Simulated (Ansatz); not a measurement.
The starting structures come from a database of crystals and need not be the phases stable at ambient conditions.

Inside the gap of an insulator the Bloch states are evanescent, with a wavenumber k + iκ along the transport direction.

Consider the following.

```yaml
crystal:
  lattice:
    - [3.49235, 0.00000, 0.00000]
    - [0.00000, 5.81052, 0.00000]
    - [0.00000, 0.00000, 6.85194]
  atoms:
    - { symbol: Ca, position: [0.75000, 0.24907, 0.88814] }
    - { symbol: Ca, position: [0.25000, 0.75093, 0.11186] }
    - { symbol: Ca, position: [0.25000, 0.25093, 0.38814] }
    - { symbol: Ca, position: [0.75000, 0.74907, 0.61186] }
    - { symbol: F, position: [0.75000, 0.47858, 0.16574] }
    - { symbol: F, position: [0.25000, 0.52142, 0.83426] }
    - { symbol: F, position: [0.25000, 0.02142, 0.66574] }
    - { symbol: F, position: [0.75000, 0.97858, 0.33426] }
    - { symbol: F, position: [0.25000, 0.64349, 0.42648] }
    - { symbol: F, position: [0.75000, 0.35651, 0.57352] }
    - { symbol: F, position: [0.75000, 0.85651, 0.92648] }
    - { symbol: F, position: [0.25000, 0.14349, 0.07352] }
```

Space group of this cell: Pnma. The cell is strained (all lengths scaled by 0.98); by r2SCAN its mean pressure is 6.2 GPa.

Transport runs along the normal of the first two printed cell vectors.

The gap is the functional's own. No spin-orbit coupling. Mid-gap values are interpolated on the energy grid.

Question: Predict the band gap and the smallest decay constant κ at mid-gap from Ansatz (an electronic-structure program) with r2SCAN.

Answer: Gap 8.97 eV on a 10×6×6 mesh; κ = 0.600 1/Å, at the zone centre.
